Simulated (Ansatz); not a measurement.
Re (P6_3/mmc), PBEsol, DFPT electron-phonon coupling, linearised Boltzmann equation (Ansatz, a program for electronic structure): λ = 0.676, ħω_log = 15.4 meV.

Task: Evaluate Tc = (ω_log/1.2) exp[−1.04(1+λ)/(λ − μ*(1+0.62λ))] at μ* = 0.12 and set it beside the Eliashberg results.

Result: ω_log = 179 K and the exponent is −3.45, so Tc ≈ 4.74 K. With Allen and Dynes's correction factors the run gives 4.87 K; the anisotropic Eliashberg equations give Tc 4.9 K (μ* referred to 16.8 meV).

A metal at this level (no band gap). The phonons are harmonic. Spin-orbit coupling is left out, which matters with elements this heavy. For metals of groups 4 to 10, Tc at these values of μ* can lie well above the measured one. The self-energy correction of the phonons between q points moved λ by 5 %. Halving the electron mesh (36x36x20) moves the coupling by up to 2 %, Tc by up to 3 %. Smearing 0.20 eV; phonons on a 6x6x3 q mesh, which this run doesn't test.
